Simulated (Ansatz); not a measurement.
# Quick settings and what they miss: LaSb (Fm-3m, 2 atoms in the cell)

Self-consistent single point.

```xyz
2
Lattice="0.0000 3.2812 3.2812 3.2812 0.0000 3.2812 3.2812 3.2812 0.0000" Properties=species:S:1:pos:R:3 pbc="T T T"
La     0.0000     0.0000     0.0000
Sb     3.2812     3.2812     3.2812
```

Method of the run: PBEsol, PAW files made with PBE (plane waves; Ansatz, a first-principles code).

Base settings: basis.ecutwfc = 420 eV; kpoints.mp_grid.grid = 12 12 12; hamiltonian.xc = pbesol; hamiltonian.pseudopotentials = {kind: paw} (the program's default PAW files); scf.occupations.method = cold; scf.occupations.width = 0.2 eV.

Tight run (finer mesh or higher cutoff; not a proven limit): basis.ecutwfc: 420 eV → 590 eV; kpoints.mp_grid.grid: 12 12 12 → 17 17 17; scf.convergence.dr2_threshold: default (1e-07 eV) → 1e-09 eV. It gave Fermi level (on the code's own zero) 9.16 eV; pressure -2.60 GPa.

Quick runs, as changes from the base:
- A: the base itself
- B: basis.ecutwfc: 420 eV → 210 eV; kpoints.mp_grid.grid: 12 12 12 → 4 4 4
- C: basis.ecutwfc: 420 eV → 295 eV; kpoints.mp_grid.grid: 12 12 12 → 8 8 8; scf.occupations.method: cold → fermi_dirac
- D: basis.ecutwfc: 420 eV → 210 eV; kpoints.mp_grid.grid: 12 12 12 → 2 2 2; hamiltonian.xc: pbesol → lda; scf.occupations.method: cold → methfessel_paxton [LDA (PW92)]
- E: kpoints.mp_grid.grid: 12 12 12 → 4 4 4; hamiltonian.xc: pbesol → lda; scf.occupations.method: cold → gaussian; scf.occupations.width: 0.2 eV → 0.272 eV; scf.convergence.dr2_threshold: default (1e-07 eV) → 0.0001 eV [LDA (PW92)]

Energies are extrapolated to zero smearing width, which holds to low order in the width alone.

Dashes: energy of D, E, another energy zero.

† marks runs with another functional, U, potentials or spin treatment: their distance from the tight run is not a convergence error alone.

The count of work is k-points × plane waves × bands × iterations; it is no time. 

Pressures in the table are Ansatz's without its Pulay estimate, at a fixed set of plane waves; the tight run's value above holds the estimate.

The starting cell comes from a database of computed structures (which also holds hypothetical and non-ambient phases and stackings), without a prior relaxation at this level.

```
run  energy less tight (meV/atom)  pressure less tight (GPa)  count of work / tight
---  ----------------------------  -------------------------  ---------------------
A                             0.3                       0.00                   0.24
B                          1819.8                     -43.44                 0.0088
C                            53.2                      -1.98                  0.067
D†                              –                     -45.95                 0.0033
E†                              –                      -1.19                  0.023
```

Among the runs at the tight run's level, the energy misses run from 0.3 to 1819.8 meV/atom.

Left out of this page: 1 run of the series unsound by tests on forces, stress, charge or solver warnings.

Keys are those of Ansatz 0.2.
